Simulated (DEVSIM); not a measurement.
**Schottky contact on n-type Si**

Device: Schottky contact on n-type Si, at 400 K.

| layer (left to right) | material | thickness (μm) | Nd (cm⁻³) | τn (s) | τp (s) |
|---|---|---|---|---|---|
| 1 | Si | 7.50 | 1.9e16 | 3.3e-5 | 3.3e-5 |

Left contact: Schottky, work function 4.87 eV, emission velocity 2.1e6 cm/s. Right contact: ohmic. Voltage is applied to the left contact. Recombination: SRH at mid-gap, radiative. Mobility is constant in doping.

Constants are typed, rounded textbook-type inputs, not results; the design itself was drawn at random and stands for no fabricated device. Values at 300 K; Nc and Nv go as T^1.5, mobilities as T to minus their exponent, the gap by Varshni's rule with the affinity fixed.

```tsv
parameter	Si
gap (eV)	1.124
affinity (eV)	4.05
permittivity	11.7
Nc (cm⁻³)	2.86e19
Nv (cm⁻³)	3.1e19
μn (cm²/Vs)	1417
μp (cm²/Vs)	470
T exponent of μn	2.3
T exponent of μp	2.2
B (cm³/s)	4.7e-15
Varshni α (eV/K)	0.000473
Varshni β (K)	636
```

Model (solved in DEVSIM): 1D drift-diffusion, Boltzmann statistics, complete ionisation; no tunnelling, impact ionisation, image-force lowering or self-heating. Metal contacts follow the ideal Schottky-Mott rule: no Fermi-level pinning, no interface dipoles.

| Property | Value |
|---|---|
| Potential step across the device at zero bias | 0.553 V |
| Largest field in the device at zero bias | 56000 V/cm |
| Dark forward voltage at 1 A/cm² | 0.254 V |
| Dark forward voltage at 100 A/cm² | 0.447 V |

Small-signal capacitance in reverse bias (quasi-static):

| V (V) | C (nF/cm²) |
|---|---|
| -0.04 | 51.8 |
| -0.1 | 49.4 |
| -0.2 | 45.9 |
| -0.3 | 43.1 |
| -0.4 | 40.8 |
| -0.6 | 37.1 |
| -0.8 | 34.2 |
| -1 | 31.9 |
| -1.3 | 29.2 |
| -1.6 | 27.1 |
| -2 | 24.9 |

Dark reverse current:

```tsv
V (V)	J (A/cm²)
-0.04	-0.00045
-0.10	-0.00063
-0.20	-0.00066
-0.30	-0.00067
-0.40	-0.00067
-0.60	-0.00067
-0.80	-0.00067
-1.00	-0.00067
-1.30	-0.00068
-1.60	-0.00068
-2.00	-0.00068
```
